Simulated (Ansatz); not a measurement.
Worked example: self-consistent single point of Cu (I4/mmm, 1 atom in the cell) in Ansatz (an electronic-structure program).

Method: LDA (PW92), default PAW files made with PBE (plane waves; Ansatz).

The change in words: lattice scaled by 0.98; basis.ecutwfc: 30.9 Ry → 16.9 Ry. Reference geometry:
```xyz
1
Lattice="-1.4551 1.4551 1.3663 1.4551 -1.4551 1.3663 1.4551 1.4551 -1.3663" Properties=species:S:1:pos:R:3 pbc="T T T"
Cu     0.0000     0.0000     0.0000
```

Reference input (self-consistent single point, DFT, LDA (PW92), plane waves, default PAW files made with PBE): basis.ecutwfc = 30.9 Ry; kpoints.mp_grid.grid = 16 16 16; hamiltonian.xc = lda; hamiltonian.pseudopotentials = {kind: paw} (the program's default PAW files); scf.occupations.method = gaussian; scf.occupations.width = 0.0073 Ry. This run's input differs from it in these lines:

Ansatz 0.2 input:
```diff
@@ -2,5 +2,5 @@
   lattice:
-    - [-1.45508200, 1.45508200, 1.36632200]
-    - [1.45508200, -1.45508200, 1.36632200]
-    - [1.45508200, 1.45508200, -1.36632200]
+    - [-1.42598000, 1.42598000, 1.33899600]
+    - [1.42598000, -1.42598000, 1.33899600]
+    - [1.42598000, 1.42598000, -1.33899600]
   atoms:
@@ -8,3 +8,3 @@
 basis:
-  ecutwfc: 30.9 Ry
+  ecutwfc: 16.9 Ry
 kpoints:
```

Log, with long lists cut:

```
SCF iter   1: F=—  HF=-6551.225238 eV  |F-HF|=—  |Δ(HF+E_count)|=         —  Δρ=1.18e-1  dr2=5.76e-1  ethr=1.77e-3  ⟨swp⟩=3.3  Hψ=21020  notcnv=0
all-band conjugate gradients solve this SCF's bands
preconditioner: auto → none
SCF iter   2: F=—  HF=-6550.410401 eV  |F-HF|=—  |Δ(HF+E_count)|=   8.15e-1  Δρ=3.32e-2  dr2=8.71e-2  ethr=1.77e-3  ⟨swp⟩=2.0  Hψ=12317  notcnv=0  defer=138
SCF iter   3: F=—  HF=-6550.333943 eV  |F-HF|=—  |Δ(HF+E_count)|=   7.65e-2  Δρ=3.24e-3  dr2=2.40e-4  ethr=4.59e-4  ⟨swp⟩=2.0  Hψ=7168  notcnv=0  defer=139
SCF iter   4: F=—  HF=-6550.328492 eV  |F-HF|=—  |Δ(HF+E_count)|=   5.45e-3  Δρ=6.46e-4  dr2=3.10e-5  ethr=1.26e-6  ⟨swp⟩=2.0  Hψ=8109  notcnv=0  defer=139
SCF iter   5: F=—  HF=-6550.328486 eV  |F-HF|=—  |Δ(HF+E_count)|=   6.45e-6  Δρ=6.76e-5  dr2=2.87e-7  ethr=1.63e-7  ⟨swp⟩=1.0  Hψ=4768  notcnv=0  defer=139
SCF iter   6: F=-6550.328486 eV  HF=-6550.328486 eV  |F-HF|=1.97e-10  |Δ(HF+E_count)|=   7.17e-8  Δρ=4.08e-6  dr2=6.61e-10  ethr=5.26e-10  ⟨swp⟩=5.0  Hψ=16981  notcnv=0
SCF 1 converged in 6 iterations: F = -6550.328486 eV  dr2 = 6.61e-10
Free energy (F): -6550.328486 eV
Internal energy: -6550.326118 eV  (E = F + TS)
E sigma→0 (E₀):  -6550.327302 eV
Entropy (-TS):   -0.002367 eV (-2.367 meV/atom)
Fermi energy:    17.461444 eV
--- Forces (eV/Å), atoms counted from 1 ---
  atom   1  Cu     0.00000000     0.00000000     0.00000000
--- Stress (GPa, compression-positive) ---
        0.545147      -0.000000       0.000000
       -0.000000       0.545147      -0.000000
       -0.000000       0.000000      -3.836013
  P = ⅓ Tr σ = -0.9152 GPa (-9.152 kbar)
  The stress holds the Pulay correction. Without it, at fixed plane waves, as pw.x and ABINIT print it: P = -437.5464 GPa
```

The run converged in 6 iterations. Against the reference run the free energy rises by 5.33 eV/atom and the pressure goes from -9.21 to -0.92 GPa.

The starting cell comes from a database of computed structures (which also holds hypothetical and non-ambient phases and stackings), without a prior relaxation at this level. Its lattice was rescaled by up to half a per cent. For this run, on top of that: lattice scaled by 0.98. Spin polarisation is off. Ansatz's pressure includes its estimate of the finite-basis (Pulay) stress. Without the estimate this run gives -437.55 GPa. The cutoff lies below the one recommended for these files.
